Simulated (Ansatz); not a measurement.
We consider C (model structure, Pnma, No. 62, 16 atoms in the cell), described by PBEsol in Ansatz (plane waves, PAW).

Input file:

Ansatz 0.2 input:
```yaml
crystal:
  lattice:
    - [9.0317096669, 0.0, 0.0]
    - [0.0, 2.5108996096, 0.0]
    - [0.0, 0.0, 4.1359433722]
  atoms:
    - { symbol: C, position: [0.8105305211, 0.25, 0.6993026674] }
    - { symbol: C, position: [0.4792858351, 0.25, 0.9084965871] }
    - { symbol: C, position: [0.6951039414, 0.25, 0.4247158318] }
    - { symbol: C, position: [0.0367091714, 0.25, 0.9315684663] }
    - { symbol: C, position: [0.6894694789, 0.75, 0.1993026674] }
    - { symbol: C, position: [0.0207141649, 0.75, 0.4084965871] }
    - { symbol: C, position: [0.8048960586, 0.75, 0.9247158318] }
    - { symbol: C, position: [0.4632908286, 0.75, 0.4315684663] }
    - { symbol: C, position: [0.1894694789, 0.75, 0.3006973326] }
    - { symbol: C, position: [0.5207141649, 0.75, 0.0915034129] }
    - { symbol: C, position: [0.3048960586, 0.75, 0.5752841682] }
    - { symbol: C, position: [0.9632908286, 0.75, 0.0684315337] }
    - { symbol: C, position: [0.3105305211, 0.25, 0.8006973326] }
    - { symbol: C, position: [0.9792858351, 0.25, 0.5915034129] }
    - { symbol: C, position: [0.1951039414, 0.25, 0.0752841682] }
    - { symbol: C, position: [0.5367091714, 0.25, 0.5684315337] }
basis:
  ecutwfc: 520
  ecutrho_ratio: 4
  xc_grid: 2
kpoints:
  mp_grid: { grid: [4, 14, 8] }
  band_path:
    path:
      - [0.0, 0.0, 0.0]
      - [0.25, 0.0, 0.0]
      - [0.5, 0.0, 0.0]
      - [0.5, 0.041667, 0.0]
      - [0.5, 0.083333, 0.0]
      - [0.5, 0.125, 0.0]
      - [0.5, 0.166667, 0.0]
      - [0.5, 0.208333, 0.0]
      - [0.5, 0.25, 0.0]
      - [0.5, 0.291667, 0.0]
      - [0.5, 0.333333, 0.0]
      - [0.5, 0.375, 0.0]
      - [0.5, 0.416667, 0.0]
      - [0.5, 0.458333, 0.0]
      - [0.5, 0.5, 0.0]
      - [0.25, 0.5, 0.0]
      - [0.0, 0.5, 0.0]
      - [0.0, 0.458333, 0.0]
      - [0.0, 0.416667, 0.0]
      - [0.0, 0.375, 0.0]
      - [0.0, 0.333333, 0.0]
      - [0.0, 0.291667, 0.0]
      - [0.0, 0.25, 0.0]
      - [0.0, 0.208333, 0.0]
      - [0.0, 0.166667, 0.0]
      - [0.0, 0.125, 0.0]
      - [0.0, 0.083333, 0.0]
      - [0.0, 0.041667, 0.0]
      - [0.0, 0.0, 0.071429]
      - [0.0, 0.0, 0.142857]
      - [0.0, 0.0, 0.214286]
      - [0.0, 0.0, 0.285714]
      - [0.0, 0.0, 0.357143]
      - [0.0, 0.0, 0.428571]
      - [0.0, 0.0, 0.5]
      - [0.25, 0.0, 0.5]
      - [0.5, 0.0, 0.5]
      - [0.5, 0.041667, 0.5]
      - [0.5, 0.083333, 0.5]
      - [0.5, 0.125, 0.5]
      - [0.5, 0.166667, 0.5]
      - [0.5, 0.208333, 0.5]
      - [0.5, 0.25, 0.5]
      - [0.5, 0.291667, 0.5]
      - [0.5, 0.333333, 0.5]
      - [0.5, 0.375, 0.5]
      - [0.5, 0.416667, 0.5]
      - [0.5, 0.458333, 0.5]
      - [0.5, 0.5, 0.5]
      - [0.25, 0.5, 0.5]
      - [0.0, 0.5, 0.5]
      - [0.0, 0.458333, 0.5]
      - [0.0, 0.416667, 0.5]
      - [0.0, 0.375, 0.5]
      - [0.0, 0.333333, 0.5]
      - [0.0, 0.291667, 0.5]
      - [0.0, 0.25, 0.5]
      - [0.0, 0.208333, 0.5]
      - [0.0, 0.166667, 0.5]
      - [0.0, 0.125, 0.5]
      - [0.0, 0.083333, 0.5]
      - [0.0, 0.041667, 0.5]
      - [0.5, 0.0, 0.071429]
      - [0.5, 0.0, 0.142857]
      - [0.5, 0.0, 0.214286]
      - [0.5, 0.0, 0.285714]
      - [0.5, 0.0, 0.357143]
      - [0.5, 0.0, 0.428571]
      - [0.0, 0.5, 0.071429]
      - [0.0, 0.5, 0.142857]
      - [0.0, 0.5, 0.214286]
      - [0.0, 0.5, 0.285714]
      - [0.0, 0.5, 0.357143]
      - [0.0, 0.5, 0.428571]
      - [0.5, 0.5, 0.071429]
      - [0.5, 0.5, 0.142857]
      - [0.5, 0.5, 0.214286]
      - [0.5, 0.5, 0.285714]
      - [0.5, 0.5, 0.357143]
      - [0.5, 0.5, 0.428571]
    npoints: 1
hamiltonian:
  xc: pbesol
  dispersion: none
  pseudopotentials: { kind: paw }
scf:
  occupations: { method: fermi_dirac, width: 0.01 }
  convergence: { dr2_threshold: 0.0000000016 }
output:
  forces: true
  stress: true
  eigenvalues: true
  write_bands: true
```

From the output:

```
Crystal: 16 atoms, lattice volume = 93.794 Å³
Basis set: ecut = 520 eV, 2507 PW (Γ), exchange–correlation on 144×40×64 points (8 copies of the dense FFT grid, shifted against one another)
Bands: 48, of which v1, the nominal top of the filled ones, is band 32 counted from 1 (31 counted from 0)
Symmetry: 8 space group operations
Space group: Pnma (ITA 62), of the structure as read, at distance tolerance 4.5e-5 Å
k-points: 120 of 448
Functional: x = pbesol(κ = 0.804, μ = 0.12345679012345678), c = pbesol(β = 0.046)
SCF iter   1: F=—  HF=-3944.206333 eV  |F-HF|=—  |Δ(HF+E_count)|=         —  Δρ=1.05e-2  dr2=8.39e-2
SCF iter   2: F=—  HF=-3944.183453 eV  |F-HF|=—  |Δ(HF+E_count)|=   2.29e-2  Δρ=5.47e-3  dr2=2.26e-2
  ...
SCF iter   7: F=—  HF=-3944.176096 eV  |F-HF|=—  |Δ(HF+E_count)|=   7.92e-8  Δρ=2.36e-6  dr2=4.24e-9
SCF iter   8: F=-3944.176096 eV  HF=-3944.176096 eV  |F-HF|=1.91e-11  |Δ(HF+E_count)|=   3.50e-9  Δρ=4.02e-7  dr2=1.11e-10
SCF 1 converged in 8 iterations: F = -3944.176096 eV  dr2 = 1.11e-10
SCF converged after 8 iterations
Free energy (F): -3944.176096 eV
Internal energy: -3944.176096 eV  (E = F + TS)
E sigma→0 (E₀):  -3944.176096 eV
Fermi energy:    14.348422 eV
--- Forces (eV/Å), atoms counted from 1 ---
  atom   1  C      0.00036138     0.00000000     0.00015415
  atom   2  C      0.00000111     0.00000000     0.00012005
  atom   3  C      0.00018634     0.00000000     0.00020657
  atom   4  C     -0.00019644     0.00000000    -0.00027048
  atom   5  C     -0.00036138     0.00000000     0.00015415
  atom   6  C     -0.00000111     0.00000000     0.00012005
  atom   7  C     -0.00018634     0.00000000     0.00020657
  atom   8  C      0.00019644     0.00000000    -0.00027048
  atom   9  C     -0.00036138     0.00000000    -0.00015415
  atom  10  C     -0.00000111     0.00000000    -0.00012005
  atom  11  C     -0.00018634     0.00000000    -0.00020657
  atom  12  C      0.00019644     0.00000000     0.00027048
  atom  13  C      0.00036138     0.00000000    -0.00015415
  atom  14  C      0.00000111     0.00000000    -0.00012005
  atom  15  C      0.00018634     0.00000000    -0.00020657
  atom  16  C     -0.00019644     0.00000000     0.00027048
--- Stress (GPa, compression-positive) ---
       -0.010387       0.000000       0.000000
        0.000000      -0.004226       0.000000
        0.000000       0.000000      -0.001285
  P = ⅓ Tr σ = -0.0053 GPa (-0.053 kbar)
```

The PAW data were made under PBE.

Note: the relaxation could raise the start's symmetry but not lower it, so the cell can be a saddle point.

Cost on a shared machine: very roughly 70 core-seconds.

A model structure was made by putting elements into a prototype or built by hand; it is no filed structure, need not be a known phase, and can be a saddle point held by its symmetry.

Ansatz is a program for electronic structure.
